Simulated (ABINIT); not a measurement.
ABINIT run on Mo (Im-3m, 1 atom in the cell): self-consistent single point.

Method: PBE, spin-orbit coupling, PAW (JTH v2.0 PBE PAW) (plane waves; ABINIT 10.0.3).

```yaml
crystal:
  lattice:
    - [-1.56797, 1.56797, 1.56797]
    - [1.56797, -1.56797, 1.56797]
    - [1.56797, 1.56797, -1.56797]
  atoms:
    - { symbol: Mo, position: [0.00000, 0.00000, 0.00000] }
```

Reference input (self-consistent single point, DFT, PBE, plane waves, PAW (JTH v2.0 PBE PAW)): pseudos = [Mo.GGA_PBE-JTH.xml]; ecut = 20 Ha; pawecutdg = 40 Ha; pawxcdev = 0; ixc = 11; occopt = 7; tsmear = 0.05 eV; ngkpt = 15 15 15; nshiftk = 1; shiftk = 0 0 0; potentials = JTH v2.0 PBE PAW; nband = 12. This run's input differs from it in these lines:

```diff
@@ -17,6 +17,8 @@
 ixc 11
+nspinor 2
+nspden 1
 occopt 7
 tsmear 0.05 eV
-nband 12
-kptopt 1
+nband 24
+kptopt 4
 ngkpt 15 15 15
```

Output, abridged:

```
--- !BeginCycle
solver: {iscf: 17, nstep: 100, nline: 4, wfoptalg: 10, }
tolerances: {toldfe: 1.00E-09, }
...

     iter   Etot(hartree)      deltaE(h)  residm     nres2
 ETOT  1  -68.519410124041    -6.852E+01 1.717E+00 5.395E+00
 ETOT  2  -68.851324743035    -3.319E-01 4.481E-02 8.280E-01
 ETOT  3  -68.849248333541     2.076E-03 2.277E-02 1.379E-01
 ETOT  4  -68.849233301644     1.503E-05 2.406E-03 1.218E-02
 ETOT  5  -68.849247729352    -1.443E-05 1.621E-03 6.375E-05
 ETOT  6  -68.849248283098    -5.537E-07 1.966E-03 6.117E-06
 ETOT  7  -68.849248369970    -8.687E-08 3.916E-04 5.626E-07
 ETOT  8  -68.849248371497    -1.528E-09 5.592E-04 1.356E-08
 ETOT  9  -68.849248371559    -6.119E-11 1.449E-04 6.445E-10
 ETOT 10  -68.849248371542     1.680E-11 1.768E-04 9.590E-11
 At SCF step   10, etot is converged :
  for the second time, diff in etot=  1.680E-11 < toldfe=  1.000E-09

 Cartesian components of stress tensor (hartree/bohr^3)
  sigma(1 1)= -2.45224450E-04  sigma(3 2)=  0.00000000E+00
  sigma(2 2)= -2.45224450E-04  sigma(3 1)=  0.00000000E+00
  sigma(3 3)= -2.45224450E-04  sigma(2 1)=  0.00000000E+00

 ----iterations are completed or convergence reached----

 reduced coordinates (array xred) for    1 atoms
       0.000000000000      0.000000000000      0.000000000000
 cartesian forces (eV/Angstrom) at end:
    1     -0.00000000000000    -0.00000000000000    -0.00000000000000
 frms,max,avg= 0.0000000E+00 0.0000000E+00   0.000E+00  0.000E+00  0.000E+00 e/A
 length scales=  5.132131756400  5.132131756400  5.132131756400 bohr
   [... lines left out ...]
 Fermi (or HOMO) energy (hartree) =   0.50989   Average Vxc (hartree)=  -0.46944
 Fermi (or HOMO) energy (eV) =  13.87485   Average Vxc (eV)= -12.77409
   [... lines left out ...]
'-kT*entropy'       : -3.67560610881488E-05
total_energy        : -6.88492449030192E+01
total_energy_eV     : -1.87348323152720E+03
...

-Cartesian components of stress tensor (GPa)         [Pressure=  7.2148E+00 GPa]
- sigma(1 1)= -7.21475121E+00  sigma(3 2)=  0.00000000E+00
- sigma(2 2)= -7.21475121E+00  sigma(3 1)=  0.00000000E+00
- sigma(3 3)= -7.21475121E+00  sigma(2 1)=  0.00000000E+00

 Calculation completed.
```

The run converged in 10 iterations. Against the reference run the pressure hardly changes (7.13 to 7.21 GPa).

The starting cell comes from a database of computed structures (which also holds hypothetical and non-ambient phases and stackings), without a prior relaxation at this level. Its lattice was rescaled by a random factor within 2.5 % of one. With a pressure of about 7 GPa the cell is away from its equilibrium volume at this level.

Cost on one core of a shared machine: roughly 3 min.
